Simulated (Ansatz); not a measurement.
Abridged Ansatz (a first-principles code) output:

```
Relaxation: its limit of steps is 50 (relax.max_steps)
Pseudopotential: Be, paw, valence charge 2
Crystal: 2 atoms, lattice volume = 17.297 Å³
Basis set: ecut = 500 eV, 439 PW (Γ), exchange–correlation on 72×72×108 points (64 copies of the dense FFT grid, shifted against one another)
Bands: 6, of which v1, the nominal top of the filled ones, is band 2 counted from 1 (1 counted from 0)
Symmetry: 24 space group operations
k-points: 765 of 13456
Functional: x = r2scan, c = r2scan; τ floored in thin density (d = 2e-4 eV/Å³)
SCF iter   1: F=—  HF=-186.615303 eV  |F-HF|=—  |Δ(HF+E_count)|=         —  Δρ=3.36e-3  dr2=1.51e-3  dr2_τ=4.74e-2  ethr=1.77e-3  ⟨swp⟩=5.5  Hψ=41885  notcnv=0
SCF iter   2: F=—  HF=-186.628934 eV  |F-HF|=—  |Δ(HF+E_count)|=   1.36e-2  Δρ=3.18e-3  dr2=1.42e-3  dr2_τ=4.92e-6  ethr=3.78e-5  ⟨swp⟩=2.0  Hψ=15300  notcnv=0
SCF 1 converged in 9 iterations: F = -186.628755 eV  dr2 = 4.48e-12
relax step   1: F+E_penalty+E_count = -186.62875500 eV  Δ(F+E_penalty+E_count) = +0.000e0 eV  max|allowed force component| = 4.348e-16 eV/Å  Δτ_max = 0.0000 Å  (9 SCF iters, accepted)
Crystal: 2 atoms, lattice volume = 17.297 Å³
SCF iter   1: F=—  HF=-186.628755 eV  |F-HF|=—  |Δ(HF+E_count)|=         —  Δρ=1.79e-7  dr2=4.48e-12  dr2_τ=8.67e-15  ethr=1.00e-12  ⟨swp⟩=1.0  Hψ=42551  notcnv=0
SCF iter   2: F=-186.628755 eV  HF=-186.628755 eV  |F-HF|=1.14e-13  |Δ(HF+E_count)|=  1.71e-13  Δρ=8.61e-8  dr2=1.01e-12  dr2_τ=2.19e-15  ethr=1.00e-12  ⟨swp⟩=2.0  Hψ=8437  notcnv=0
SCF 2 converged in 2 iterations: F = -186.628755 eV  dr2 = 1.01e-12
SCF converged after 2 iterations
Free energy (F): -186.628755 eV
Internal energy: -186.624760 eV  (E = F + TS)
E sigma→0 (E₀):  -186.626758 eV
Entropy (-TS):   -0.003995 eV (-1.997 meV/atom)
Fermi energy:    7.541978 eV
--- Forces (eV/Å), atoms counted from 1 ---
  atom   1  Be    -0.00000000     0.00000000     0.00000000
  atom   2  Be     0.00000000    -0.00000000    -0.00000000
--- Stress (GPa, compression-positive) ---
       -9.258781       0.000000       0.000000
       -0.000000      -9.258781       0.000000
        0.000000       0.000000     -10.503497
  P = ⅓ Tr σ = -9.6737 GPa (-96.737 kbar)
--- Relaxed structure (1 steps of the walk, 1 accepted, 0 SCFs on fresh bases) ---
  atoms:
    - { symbol: Be, position: [0.33333333333333337, 0.6666666666666667, 0.75] }
    - { symbol: Be, position: [0.6666666666666667, 0.33333333333333337, 0.25000000000000006] }
```

**Question.** What was computed, and what are the main results?

**Answer.** Be, 2 atoms in the cell, with r2SCAN (Ansatz; PAW; 500 eV plane waves; without spin-orbit coupling). The last SCF converged to F = -186.628755 eV, or -93.3144 eV per atom, at a pressure of -9.67 GPa. The total energy compares only with runs of the same code, potentials and settings.

The cells carry an imposed strain or load. Whether these cells are dynamically stable was not tested. The cell was made from Be in the hcp (Mg type) structure (space group P6_3/mmc, No. 194) by this change: isotropic strain +3.04 %.

Keys are those of Ansatz 0.2.
